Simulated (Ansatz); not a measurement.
ZrN, response to strain

The reference is ZrN in the rock salt structure (space group Fm-3m, No. 225; a = 4.552 Å). Axes: x, y, z lie along the cube axes.

Strains are applied to the cell and any free atomic positions relax; under biaxial strain the out-of-plane vector relaxes too.

Method: PBEsol (Ansatz, a quantum-chemistry and plane-wave program; PAW; 420 eV plane waves; no spin-orbit coupling).

Notes on the quantities. energy relative to the base: free energy F.

```json
[
 {"case": "base", "energy relative to the base": "0 meV/atom", "shortest interatomic distance": "2.276 Å", "space group": "Fm-3m (No. 225)"},
 {"case": "biaxial strain +0.84 %, plane normal [001], relaxed out of plane", "energy relative to the base": "+3.2 meV/atom", "shortest interatomic distance": "2.268 Å", "space group": "I4/mmm (No. 139)"},
 {"case": "isotropic strain −4.79 %", "energy relative to the base": "+0.240 eV/atom", "shortest interatomic distance": "2.167 Å", "space group": "Fm-3m (No. 225)"},
 {"case": "isotropic strain +1.47 %", "energy relative to the base": "+18 meV/atom", "shortest interatomic distance": "2.310 Å", "space group": "Fm-3m (No. 225)"},
 {"case": "isotropic strain +2.01 %", "energy relative to the base": "+34 meV/atom", "shortest interatomic distance": "2.322 Å", "space group": "Fm-3m (No. 225)"},
 {"case": "uniaxial strain ε_xx = +0.51 %", "energy relative to the base": "+0.5 meV/atom", "shortest interatomic distance": "2.276 Å", "space group": "I4/mmm (No. 139)"},
 {"case": "uniaxial strain ε_yy = +2.16 %", "energy relative to the base": "+9.1 meV/atom", "shortest interatomic distance": "2.276 Å", "space group": "I4/mmm (No. 139)"},
 {"case": "uniaxial strain ε_zz = +4.32 %", "energy relative to the base": "+34 meV/atom", "shortest interatomic distance": "2.276 Å", "space group": "I4/mmm (No. 139)"},
 {"case": "tensor shear ε_xz = −0.67 %", "energy relative to the base": "+0.8 meV/atom", "shortest interatomic distance": "2.276 Å", "space group": "Immm (No. 71)"}
]
```

Without a gap, meshes like the base's 18×18×18 leave anisotropic stresses uncertain by several tenths of a GPa, and small strain energies with them. No phonon test of stability was made. All final runs are without spin polarisation. An odd electron count without spin: ZrN.
